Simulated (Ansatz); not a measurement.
Here is the system:

End structure of a constructed model of the (100) surface of fcc Rh, a pseudomorphic layer of Ag in the host's stacking (bottom of the slab: a bare face, its two planes held):

```xyz
7
Lattice="2.7082 0.0000 0.0000 0.0000 2.7082 0.0000 0.0000 0.0000 28.0000" Properties=species:S:1:pos:R:3 pbc="T T T"
Rh     1.3541     1.3541     8.0644
Rh     0.0000     0.0000     9.9794
Rh     1.3541     1.3541    11.8832
Rh     0.0000     0.0000    13.8146
Rh     1.3541     1.3541    15.7360
Rh     0.0000     0.0000    17.5916
Ag     1.3541     1.3541    19.7440
```

Model: 7-atom slab, 11.9 Å thick at the start, 14x14x1 mesh, Fermi-Dirac 0.1 eV, dipole correction, single point; on the structure that PBE left under its start's symmetry; no spin, no spin-orbit, no U. It is one candidate, not shown to be the stable structure of the face.

Task: Predict the work function of the top face from r2SCAN, at the PBE geometry (Ansatz, a first-principles code).

Result: 4.38 eV
